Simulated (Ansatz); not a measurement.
N_O in monoclinic HfO2: one set of geometries, relaxed with PBE, evaluated in Ansatz (PAW, plane waves to 420 eV, 500 eV under r2SCAN) with PBE, r2SCAN.

Details: 96-site cell; 2×2×2 shifted k-points; start: the O(1,3-fold) site; charged states image-corrected; no spin–orbit coupling; finite-size errors of tenths of an eV; flagged in the runs: a host whose relaxation on this sampling wasn't shown to rest.

```tsv
quantity	PBE	r2SCAN
host gap (eV)	4.04	[?]
ε(+1/0) above the VBM (eV)	0.44	[?]
ε(0/−1) above the VBM (eV)	1.00	[?]
largest moment on one atom at charge +1 (μB)	1.17	[?]
neutral formation energy against N2 molecule in a box, O2 molecule in a box (eV)	5.45	[?]
largest moment on one atom at charge 0 (μB)	0.57	[?]
```

Given the lower rungs, what does r2SCAN give?


- host gap (eV), r2SCAN: 4.54
- ε(+1/0) above the VBM (eV), r2SCAN: 0.69
- ε(0/−1) above the VBM (eV), r2SCAN: 1.37
- largest moment on one atom at charge +1 (μB), r2SCAN: 1.28
- neutral formation energy against N2 molecule in a box, O2 molecule in a box (eV), r2SCAN: 5.46
- largest moment on one atom at charge 0 (μB), r2SCAN: 0.63

Ansatz is a quantum-chemistry and plane-wave program.
